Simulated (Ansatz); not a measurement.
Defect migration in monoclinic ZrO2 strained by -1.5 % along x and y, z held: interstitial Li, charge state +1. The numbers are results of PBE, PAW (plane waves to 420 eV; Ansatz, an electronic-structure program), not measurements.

96-site cell at the strained lattice (strain from the relaxed PBE one, atoms relaxed), the Γ point alone, smearing 0.01 eV, spin-restricted, no finite-size correction. Energies are static. The charge state is imposed; whether it is stable for some Fermi level was not computed. Sites that were not tried may lie lower.

Barriers: single points on a 2×2×2 k-point mesh shifted by half a step at the bands' geometries.

The step: one Li atom jumps by itself. Atoms about the jump, Cartesian Å from the middle of the jump, before and after:

| atom | x0 | y0 | z0 | x1 | y1 | z1 |
|---|---|---|---|---|---|---|
| Li1 | -0.22 | -1.05 | 1.33 | 0.22 | 1.05 | -1.33 |
| O2 | 0.71 | 0.40 | 0.77 | 0.65 | 0.43 | 0.73 |
| O3 | -1.64 | 0.05 | -0.92 | -1.57 | 0.09 | -0.94 |
| O4 | 1.16 | -0.41 | -1.88 | 1.15 | -0.40 | -1.89 |
| O5 | 0.17 | -2.10 | -0.19 | 0.19 | -2.20 | -0.28 |
| Zr6 | -0.57 | -1.49 | -2.15 | -0.59 | -1.56 | -2.19 |
| Zr7 | 2.01 | -1.06 | -0.02 | 1.88 | -1.07 | 0.05 |
| Zr8 | -1.03 | 1.56 | 0.46 | -1.16 | 1.56 | 0.63 |
| O9 | -2.01 | -0.09 | 1.72 | -2.13 | -0.02 | 1.74 |
| O10 | 0.19 | 2.99 | -0.27 | 0.17 | 2.87 | -0.30 |
| O11 | -1.21 | -0.03 | -3.57 | -1.20 | -0.05 | -3.57 |
| O12 | 0.63 | 2.18 | -2.92 | 0.61 | 2.10 | -2.84 |
| Zr13 | 2.34 | 1.08 | -2.63 | 2.45 | 1.06 | -2.67 |
| O14 | -2.14 | -2.62 | -1.15 | -2.16 | -2.61 | -1.18 |
| Zr15 | -3.24 | -1.08 | 0.06 | -3.23 | -1.06 | 0.05 |
| O16 | -2.15 | 2.56 | -1.18 | -2.20 | 2.56 | -1.13 |
| O17 | 3.52 | 0.07 | -0.98 | 3.48 | 0.03 | -0.97 |
| Zr18 | -2.79 | 1.08 | -2.59 | -2.80 | 1.08 | -2.59 |

Task: Where do these atoms stand at the saddle point, and how high is it?

Result: 
```
atom      x      y      z
----  -----  -----  -----
Li1   -0.01  -0.11  -0.64
O2     0.71   0.46   0.78
O3    -1.69   0.12  -0.93
O4     1.14  -0.46  -1.91
O5     0.13  -2.04  -0.26
Zr6   -0.61  -1.64  -2.32
Zr7    2.02  -1.13   0.08
Zr8   -1.12   1.66   0.59
O9    -2.10   0.00   1.73
O10    0.14   3.02  -0.22
O11   -1.22  -0.08  -3.59
O12    0.59   2.14  -2.87
Zr13   2.33   1.06  -2.61
O14   -2.15  -2.60  -1.23
Zr15  -3.25  -1.05   0.05
O16   -2.19   2.59  -1.15
O17    3.47   0.03  -0.94
Zr18  -2.79   1.08  -2.59
```
It lies 1.21 eV above the start and 1.21 eV above the end. The saddle point's order was not checked.
